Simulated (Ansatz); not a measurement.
GaN (model structure, started from the BeO type, P4₂/mnm, No. 136, 8 atoms in the cell)

Method: r²SCAN+SOC (PAW; Ansatz, a program for electronic structure).

Settings: plane-wave cutoff 560 eV, 6×6×10 k mesh (along the axes of the cell as run), Fermi–Dirac smearing 0.01 eV, PAW data made under PBE.

Cell (relaxed with PBEsol):

```cif
data_Ga4N4
_chemical_formula_sum 'Ga4 N4'
_space_group_name_H-M_alt 'P42/mnm'
_space_group_IT_number 136
_space_group_name_Hall '-P 4n 2n'
_cell_length_a 5.47006
_cell_length_b 5.47006
_cell_length_c 3.18300
_cell_angle_alpha 90.000
_cell_angle_beta 90.000
_cell_angle_gamma 90.000
loop_
_atom_site_label
_atom_site_type_symbol
_atom_site_symmetry_multiplicity
_atom_site_Wyckoff_symbol
_atom_site_fract_x
_atom_site_fract_y
_atom_site_fract_z
_atom_site_occupancy
Ga1 Ga 4 g 0.17938 0.17938 0.50000 1
N1 N 4 f 0.31750 0.31750 0.00000 1
```

| Quantity | Result |
|---|---|
| band gap | 2.33 eV (direct) |

Note: the relaxation could raise the start's symmetry but not lower it, so the cell can be a saddle point; cell and atoms aren't relaxed at this level.

Computed values are for the static lattice.

It cost around 7 core-minutes (rough) of CPU time.

A model structure was made by putting elements into a prototype or built by hand; it is no filed structure, need not be a known phase, and can be a saddle point held by its symmetry.
